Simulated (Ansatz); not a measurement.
GaAs (model structure, started from the BeO type, P4₂/mnm, No. 136, 8 atoms in the cell)

Computed with LDA in Ansatz (PAW).

Numerical settings: plane-wave cutoff 520 eV, 6×6×10 k mesh (along the axes of the cell as run), Fermi–Dirac smearing 0.01 eV, scalar-relativistic PAW data made under PBE.

Cell (relaxed at this level):

```cif
data_As4Ga4
_chemical_formula_sum 'Ga4 As4'
_space_group_name_H-M_alt 'P42/mnm'
_space_group_IT_number 136
_space_group_name_Hall '-P 4n 2n'
_cell_length_a 6.84750
_cell_length_b 6.84750
_cell_length_c 3.96289
_cell_angle_alpha 90.000
_cell_angle_beta 90.000
_cell_angle_gamma 90.000
loop_
_atom_site_label
_atom_site_type_symbol
_atom_site_symmetry_multiplicity
_atom_site_Wyckoff_symbol
_atom_site_fract_x
_atom_site_fract_y
_atom_site_fract_z
_atom_site_occupancy
Ga1 Ga 4 g 0.17604 0.17604 0.50000 1
As1 As 4 f 0.31775 0.31775 0.00000 1
```

band gap: 0.56 eV (on the SCF k mesh)
bulk modulus B0: 67.6 GPa

Note: the bulk modulus is −V dP/dV from two relaxed cells at ±2 % in volume; the relaxation could raise the start's symmetry but not lower it, so the cell can be a saddle point.

Spin–orbit coupling is not included.

A model structure was made by putting elements into a prototype or built by hand; it is no filed structure, need not be a known phase, and can be a saddle point held by its symmetry.

Ansatz is a first-principles code.
